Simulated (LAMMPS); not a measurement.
MD from the melt across the composition of Cu (fcc) with a share x of Cu sites Ta; each row has its own temperature.

Level of theory: classical MD, pair style eam/alloy, file CuTa.eam.alloy (LAMMPS).

```tsv
x	volume	state	enthalpy	self-diffusion coefficient of Cu (not corrected for cell size)	T (K)
0.1	14.868 ± 0.002 Å³/atom	liquid	-3.2945 ± 0.0003 eV/atom	(8.70 ± 0.09) × 10^-5 cm²/s	2170
0.25	15.702 ± 0.003 Å³/atom	liquid	-3.8977 ± 0.0006 eV/atom	(9.2 ± 0.1) × 10^-5 cm²/s	2580
0.5	16.970 ± 0.003 Å³/atom	liquid	-4.8551 ± 0.0003 eV/atom	(9.5 ± 0.2) × 10^-5 cm²/s	3250
0.75	18.498 ± 0.002 Å³/atom	liquid	-5.723 ± 0.001 eV/atom	(1.05 ± 0.06) × 10^-4 cm²/s	3930
0.9	19.593 ± 0.004 Å³/atom	liquid	-6.193 ± 0.001 eV/atom	(1.10 ± 0.07) × 10^-4 cm²/s	4340
```

Caution: a run this short can hold a crystal over, or a liquid under, the potential's own melting point, which these runs don't give.

States go by the mean squared displacement: a species diffuses where it passes 1.5 Å², still rises and gives D over 1e-6 cm²/s; a crystal has left its structure where atoms lie 0.35 Å off their sites on average or a cubic box changes its shape by 3 %, or the axial ratios of another lie 8 % off the starting cell's, which the potential's own relaxation can also do.

Errors of D are the spread over four groups of atoms in one short run; a floor of about 5 %, a picked value, is safer.

The ± values are statistical; the model's systematic error is not in them.
